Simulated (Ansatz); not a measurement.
Band structure of BN (P6_3mc, 4 atoms in the cell).

```
CELL_PARAMETERS angstrom
      2.51308     0.00000     0.00000
     -1.25654     2.17639     0.00000
      0.00000     0.00000     4.15922
ATOMIC_POSITIONS crystal
  B  0.66667 0.33333 0.99972
  B  0.33333 0.66667 0.49972
  N  0.66667 0.33333 0.62528
  N  0.33333 0.66667 0.12528
```

Method: PBE (plane waves, PAW; Ansatz, an electronic-structure program).

Settings: kpoints.mp_grid.grid = 10 10 6; hamiltonian.xc = pbe; hamiltonian.pseudopotentials = {kind: paw} (the program's default PAW files); scf.occupations.method = fermi_dirac; scf.occupations.width = 0.05 eV; kpoints.band_path.npoints = 8.

The starting cell comes from a database of computed structures (which also holds hypothetical and non-ambient phases and stackings), without a prior relaxation at this level. Its lattice was rescaled by a random factor within 2.5 % of one.

Predict the gap along the standard path and the places of the band edges.

The gap along the path is 5.13 eV, from Γ to K; the smallest direct gap on it is 8.48 eV.

Levels in eV from the top of the valence band on the path, bands 5 to 11:
| point | 5 | 6 | 7 | 8 | 9 | 10 | 11 |
|---|---|---|---|---|---|---|---|
| Γ | -2.21 | -0.29 | 0.00 | 0.00 | 8.54 | 8.54 | 8.81 |
| M | -7.14 | -5.18 | -4.61 | -2.20 | 6.87 | 8.09 | 10.82 |
| K | -7.38 | -5.68 | -5.62 | -5.62 | 5.13 | 13.91 | 13.91 |
| A | -1.22 | -1.22 | -1.22 | -1.22 | 9.85 | 9.85 | 10.15 |
| L | -3.92 | -3.92 | -3.71 | -3.71 | 6.74 | 6.74 | 10.31 |
| H | -8.06 | -8.06 | -3.16 | -3.16 | 9.62 | 9.62 | 10.33 |

Keys are those of Ansatz 0.2.
